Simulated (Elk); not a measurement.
Elk run on FeAl (Pm-3m, 2 atoms in the cell): self-consistent single point.

Method of the run: PBEsol, all-electron FP-LAPW, Elk's shipped species files, APW+lo basis with extra local orbitals (Elk 10.2.4).

```yaml
crystal:
  lattice:
    - [2.91000, 0.00000, 0.00000]
    - [0.00000, 2.91000, 0.00000]
    - [0.00000, 0.00000, 2.91000]
  atoms:
    - { symbol: Al, position: [0.50000, 0.50000, 0.50000] }
    - { symbol: Fe, position: [0.00000, 0.00000, 0.00000] }
```

Reference input (self-consistent single point, DFT, PBE, all-electron FP-LAPW, Elk's shipped species files, APW+lo basis with extra local orbitals): xctype = 20; rgkmax = 7.5; stype = 3; swidth = 0.00367493 Ha; ngridk = 11 11 11; tforce = true; gmaxvr = 18 1/bohr; lmaxapw = 10; lmaxo = 8; nxlo = 2; lorbcnd = true; lradstp = 2. This run's input differs from it in these lines:

```diff
@@ -4,3 +4,3 @@
 xctype
-  20
+  22
```

The program printed (abridged):

```
│ Self-consistent loop started │
│ Loop number : 1 │
 total energy                :     -1518.76726556
│ Loop number : 2 │
 total energy                :     -1518.58403853
RMS change in Kohn-Sham potential (target) :   0.3870273058     (  0.1000000000E-05)
Absolute change in total energy (target)   :   0.1832270299     (  0.1000000000E-03)
│ Loop number : 3 │
 total energy                :     -1519.31556247
RMS change in Kohn-Sham potential (target) :   0.3809007376     (  0.1000000000E-05)
Absolute change in total energy (target)   :   0.6857171774     (  0.1000000000E-03)
│ Loop number : 4 │
   [... lines left out ...]
Absolute change in total energy (target)   :   0.2448978562E-03 (  0.1000000000E-03)
│ Loop number : 14 │
 total energy                :     -1514.02663103
RMS change in Kohn-Sham potential (target) :   0.3938023704E-06 (  0.1000000000E-05)
Absolute change in total energy (target)   :   0.1235362270E-03 (  0.1000000000E-03)
│ Loop number : 15 │
 total energy                :     -1514.02662964
RMS change in Kohn-Sham potential (target) :   0.1206127663E-06 (  0.1000000000E-05)
Absolute change in total energy (target)   :   0.3227826824E-04 (  0.1000000000E-03)
Convergence targets achieved

│ Loop number : 16 │

Energies :
 Fermi                       :     0.320823133193
 total energy                :     -1514.02662756

Density of states at Fermi energy :    81.83100331
 (states/Hartree/unit cell)

Estimated indirect band gap :   0.3946574607E-03
 from k-point     15 to k-point     55
Estimated direct band gap   :   0.3222515468E-02
 at k-point      7

Charges :
 core                        :    14.00000000
 valence                     :    25.00000000
 interstitial                :    2.680688466
 muffin-tins (core leakage)
  species :    1 (Al)
   atom    1                 :    11.23682285     (  0.6944992165E-03)
  species :    2 (Fe)
   atom    1                 :    25.08248868     (   0.000000000    )
 total in muffin-tins        :    36.31931153
   [... lines left out ...]
   total force               :    -0.00000000    0.00000000    0.00000000
   total magnitude           :     0.00000000
 species :    2 (Fe)
  atom :    1
   Hellmann-Feynman          :    -0.00000000    0.00000000    0.00000000
   IBS                       :     0.00000000   -0.00000000    0.00000000
   total force               :     0.00000000   -0.00000000    0.00000000
   total magnitude           :     0.00000000
```

The run converged in 16 iterations. The count includes the last loop, which Elk runs after its targets are met. 

The starting cell has typed, rounded lattice constants, without a prior relaxation at this level. Spin polarisation is off. Values depend on the basis (sphere radii, cutoffs, local orbitals), which need not be converged. The log's line on a gap gives a spacing of levels on this mesh, which the program prints for metals too.
